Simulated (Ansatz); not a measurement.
Abridged Ansatz (a program for electronic structure) output:

```
Relaxation: its limit of steps is 50 (relax.max_steps)
Pseudopotential: Zr, paw, valence charge 12
Pseudopotential: B, paw, valence charge 3
Crystal: 3 atoms, lattice volume = 31.136 Å³
Basis set: ecut = 420 eV, 623 PW (Γ), exchange–correlation on 48×48×48 points (8 copies of the dense FFT grid, shifted against one another)
Bands: 13, of which v1, the nominal top of the filled ones, is band 9 counted from 1 (8 counted from 0)
Symmetry: 24 space group operations
k-points: 432 of 7497
Functional: x = pbesol(κ = 0.804, μ = 0.12345679012345678), c = pbesol(β = 0.046)
SCF iter   1: F=—  HF=-4437.187248 eV  |F-HF|=—  |Δ(HF+E_count)|=         —  Δρ=5.21e-3  dr2=1.40e-2  ethr=1.77e-3  ⟨swp⟩=4.8  Hψ=27424  notcnv=0
SCF iter   2: F=—  HF=-4437.184034 eV  |F-HF|=—  |Δ(HF+E_count)|=   3.21e-3  Δρ=2.71e-3  dr2=3.62e-3  ethr=7.78e-5  ⟨swp⟩=1.0  Hψ=9072  notcnv=0
SCF 1 converged in 6 iterations: F = -4437.182980 eV  dr2 = 9.30e-10
relax step   1: F+E_penalty+E_count = -4437.18298039 eV  Δ(F+E_penalty+E_count) = +0.000e0 eV  max|allowed force component| = 3.331e-16 eV/Å  Δτ_max = 0.0000 Å  P = -7.326 GPa  Ω = 31.136 Å³  fix = [a, b, gamma]  reactions: a -10.744, b -10.744 GPa  (6 SCF iters, dr2 threshold 1.00e-7 eV, accepted)
[... steps on the carried basis left out ...]
relax step   3: F+E_penalty+E_count = -4437.18307647 eV  Δ(F+E_penalty+E_count) = -1.120e-5 eV  max|allowed force component| = 3.824e-16 eV/Å  Δτ_max = 0.0000 Å  P = -7.078 GPa  Ω = 31.100 Å³  energy of the carried Pulay correction = +4.121e-5 eV  fix = [a, b, gamma]  reactions: a -10.616, b -10.616 GPa  (3 SCF iters, dr2 threshold 3.00e-7 eV, accepted)
Crystal: 3 atoms, lattice volume = 31.100 Å³
SCF iter   1: F=—  HF=-4437.183023 eV  |F-HF|=—  |Δ(HF+E_count)|=         —  Δρ=8.59e-6  dr2=2.29e-8  ethr=6.80e-8  ⟨swp⟩=3.0  Hψ=43015  notcnv=0
SCF iter   2: F=—  HF=-4437.183030 eV  |F-HF|=—  |Δ(HF+E_count)|=   6.40e-6  Δρ=4.17e-6  dr2=4.36e-9  ethr=1.27e-10  ⟨swp⟩=2.0  Hψ=9441  notcnv=0
SCF 4 converged in 5 iterations: F = -4437.183030 eV  dr2 = 3.33e-13
SCF converged after 5 iterations
Free energy (F): -4437.183030 eV
Internal energy: -4437.173337 eV  (E = F + TS)
E sigma→0 (E₀):  -4437.178184 eV
Entropy (-TS):   -0.009692 eV (-3.231 meV/atom)
Fermi energy:    15.528425 eV
--- Forces (eV/Å), atoms counted from 1 ---
  atom   1  Zr     0.00000000     0.00000000     0.00000000
  atom   2  B      0.00000000    -0.00000000    -0.00000000
  atom   3  B     -0.00000000     0.00000000     0.00000000
--- Stress (GPa, compression-positive) ---
      -10.617525       0.000000      -0.000000
        0.000000     -10.617525      -0.000000
       -0.000000      -0.000000      -0.003446
  P = ⅓ Tr σ = -7.0795 GPa (-70.795 kbar)
--- Relaxed structure (3 steps of the walk, 3 accepted, 1 SCFs on fresh bases) ---
  cell:  # Å, volume = 31.1003 Å³
    - [3.218320179789087, 7.820529023867841e-111, 1.3134827045614488e-34]
    - [1.6091600898945435, 2.7871470332094512, 1.083307373373864e-34]
    - [1.4166688053532673e-34, 5.312508020074753e-35, 3.467172936608082]
  atoms:
    - { symbol: Zr, position: [1.1169999225684807e-34, -1.7275101756736975e-35, 1.9948964930177475e-35] }
    - { symbol: B, position: [0.6666666666666669, 0.6666666666666667, 0.5] }
    - { symbol: B, position: [0.3333333333333334, 0.33333333333333337, 0.5] }
```

**Question.** What was computed, and what are the main results?

**Answer.** ZrB2, 3 atoms in the cell, with PBEsol/PAW in Ansatz, spin-orbit coupling left out. The last SCF converged to F = -4437.183030 eV, or -1479.0610 eV per atom, at a pressure of -7.08 GPa. The total energy compares only with runs of the same code, potentials and settings.

The cells carry an imposed strain or load. Stability against distortions was not tested. The final runs are not spin-polarised. The cell was made from ZrB2 (space group P6/mmm, No. 191) by this change: biaxial strain +2.00 %, plane normal [001], relaxed out of plane.

Keys are those of Ansatz 0.2.
